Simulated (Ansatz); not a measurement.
Take BP in the zinc blende structure (space group F-43m, No. 216; a = 4.537 Å) as the base. Axes: x, y, z lie along the cube axes.

Level of theory: Ansatz (a first-principles code), r2SCAN, PAW, cutoff 500 eV, no spin-orbit coupling.

Base values:

| Item | Value |
|---|---|
| Valence-band top at Γ | 0.00, 0.00, 0.00 eV |
| Valley order | a point along ⟨100⟩, about 1.2 Å⁻¹ from Γ 1.41 eV |
| Volume per atom | 11.67 Å³ |

The change: biaxial strain −3.00 %, plane normal [001], relaxed out of plane (Cartesian); in-plane vectors clamped, the third vector and the atoms free.

Task: What happens to the energy relative to the base, valence-band top at Γ, valley order and volume per atom?

Result: The energy rises by 28 meV/atom; the valence-band top at Γ (three highest levels, from the VBM) changes from 0.00, 0.00, 0.00 eV to 0.00, 0.00, -0.48 eV; the valley order (the lowest conduction-band minima on the path, energy above the VBM, named in the base's zone) changes from a point along ⟨100⟩, about 1.2 Å⁻¹ from Γ 1.41 eV to a point along [010], about 1.2 Å⁻¹ from Γ 1.00 eV; a point along [001], about 1.2 Å⁻¹ from Γ 1.56 eV; the volume per atom falls by 0.56 Å³ (11.67 Å³ → 11.11 Å³).

The levels and masses belong to the bands next to the band gap. Whether these cells are dynamically stable was not tested.
